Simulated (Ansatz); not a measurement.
Take GaN in the wurtzite structure (space group P6_3mc, No. 186; a = 3.218 Å, c = 5.243 Å) as the base.

All numbers come from PBE, PAW, 420 eV (Ansatz, a program for electronic structure; no SOC).

Before the change:

The gap character is direct at Γ and the band gap is 1.71 eV.

One thing is altered: every lattice vector is shortened by 0.60 %; the atoms relax in the strained cell.

Q: What happens to the energy relative to the base?

A: The energy grows by 2.1 meV/atom.

Q: What happens to the gap character?

A: The gap character stays direct at Γ.

Q: Estimate the effect on the band gap.

A: The band gap goes up by 0.12 eV to 1.83 eV.

Whether these cells are dynamically stable was not tested.
